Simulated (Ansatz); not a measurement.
# NiO₂ (R-3m, No. 166, 3 atoms in the cell; start mp-35925)

Calculation: PBEsol (Ansatz, a program for electronic structure, PAW).

Run with plane-wave cutoff 520 eV, 14×14×14 k mesh, Fermi–Dirac smearing 0.01 eV, no spin polarisation, scalar-relativistic PAW data made under PBE.

Cell (relaxed at this level):

NiO2 is modelled in the trigonal space group R-3m, hexagonal axes (No. 166), Pearson symbol hR3. Cell: a = 2.7832 Å, b = 2.7832 Å, c = 16.7093 Å, α = 90.00°, β = 90.00°, γ = 120.00°. Ni on 3a sees 6 O at 1.858 Å (octahedral). O on 6c is coordinated by 3 Ni at 1.858 Å (trigonal pyramidal). (Neighbours: up to the widest gap in distance over summed covalent radii, below 1.35, at either atom; cation-cation and far metal-metal contacts left out.)
(The calculation used a cell of 3 atoms; values per cell refer to that cell.)

```
Quantity                              Result
---------------  ---------------------------
band gap         1.18 eV (on the SCF k mesh)
direct gap at Γ                      2.59 eV
```

Note: the relaxation could not lower the start's symmetry, so the cell can be a saddle point above a distorted one; the cell has widely spaced layers and the level no dispersion term, so their spacing and the moduli can rest on weak binding.

Computed values are for the static lattice.

Cost on a shared machine: around 5 core-minutes (rough).

A start named mp-… is a Materials Project structure, which need not be a measured phase.
